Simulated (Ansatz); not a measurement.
# Habitual settings against a tight run: SrC2 (I4/mmm, 3 atoms in the cell)

Self-consistent single point.

```xyz
3
Lattice="-2.0282 2.0282 3.3723 2.0282 -2.0282 3.3723 2.0282 2.0282 -3.3723" Properties=species:S:1:pos:R:3 pbc="T T T"
Sr     0.0000     0.0000     0.0000
C      0.0000     0.0000     2.7513
C      0.0000     0.0000     3.9932
```

Method: PBEsol, PAW files made with PBE (plane waves; Ansatz, an electronic-structure program).

Base settings: basis.ecutwfc = 420 eV; kpoints.mp_grid.grid = 9 9 9; hamiltonian.xc = pbesol; hamiltonian.pseudopotentials = {kind: paw} (the program's default PAW files); scf.occupations.method = fixed.

Tight run (finer mesh or higher cutoff; not a proven limit): basis.ecutwfc: 420 eV → 590 eV; kpoints.mp_grid.grid: 9 9 9 → 13 13 13; scf.convergence.dr2_threshold: default (1e-07 eV) → 1e-09 eV. It gave top of the valence band (on the code's own zero) 4.93 eV; gap on the k-point mesh 1.52 eV; pressure 1.36 GPa; largest force (vector length) 1.439 eV/Å.

Quick runs, as changes from the base:
- A: the base itself
- B: kpoints.mp_grid.grid: 9 9 9 → 4 4 4
- C: basis.ecutwfc: 420 eV → 335 eV; kpoints.mp_grid.grid: 9 9 9 → 2 2 2; scf.convergence.dr2_threshold: default (1e-07 eV) → 0.001 eV
- D: basis.ecutwfc: 420 eV → 250 eV; kpoints.mp_grid.grid: 9 9 9 → 6 6 6; hamiltonian.xc: pbesol → lda; kpoints.mp_grid.shift: default → 0.5 0.5 0.5 [LDA (PW92)]
- E: basis.ecutwfc: 420 eV → 210 eV; kpoints.mp_grid.grid: 9 9 9 → 2 2 2; scf.occupations.method: fixed → methfessel_paxton; scf.occupations.width: default → 0.5 eV
- F: basis.ecutwfc: 420 eV → 295 eV; kpoints.mp_grid.grid: 9 9 9 → 4 4 4; scf.occupations.method: fixed → fermi_dirac; kpoints.mp_grid.shift: default → 0.5 0.5 0.5; scf.occupations.width: default → 0.2 eV; scf.convergence.dr2_threshold: default (1e-07 eV) → 0.001 eV
- G: kpoints.mp_grid.grid: 9 9 9 → 4 4 4; hamiltonian.xc: pbesol → b3lyp [B3LYP]
- H: kpoints.mp_grid.grid: 9 9 9 → 3 3 3; hamiltonian.xc: pbesol → hse06 [HSE06]

Energies are extrapolated to zero smearing width, which holds to low order in the width alone.

Dashes: energy of D, G, H, another energy zero; gap of E, left out as unsure on this mesh or at this smearing; count of G, H, another kind of functional, whose work the count does not hold.

Gaps are read on each run's own mesh, which may miss the band edges.

† marks runs with another functional, U, potentials or spin treatment: their distance from the tight run is not a convergence error alone.

The count of work is k-points × plane waves × bands × iterations; it is no time. 

Pressures in the table are Ansatz's without its Pulay estimate, at a fixed set of plane waves; the tight run's value above holds the estimate.

The starting cell comes from a database of computed structures (which also holds hypothetical and non-ambient phases and stackings), without a prior relaxation at this level. Its lattice was rescaled by a random factor within 2.5 % of one. In the base run, forces exceed 1 eV/Å.

```
run  energy less tight (meV/atom)  pressure less tight (GPa)  largest miss in a force vector (eV/Å)  gap on the mesh less tight (eV)  count of work / tight
---  ----------------------------  -------------------------  -------------------------------------  -------------------------------  ---------------------
A                             1.2                      -0.11                                  0.004                            0.037                   0.18
B                             1.4                      -0.10                                  0.001                            0.008                  0.031
C                            68.8                      -0.57                                  0.158                           -0.040                 0.0048
D†                              –                     -14.13                                  0.172                            0.150                  0.031
E                           809.5                     -20.75                                  0.269                                –                 0.0029
F                            92.0                      -4.10                                  0.225                            0.509                  0.014
G†                              –                       1.99                                  1.304                            1.929                      –
H†                              –                       0.78                                  0.926                            1.801                      –
```

Among the runs at the tight run's level, the energy misses run from 1.2 to 809.5 meV/atom.

Keys are those of Ansatz 0.2.
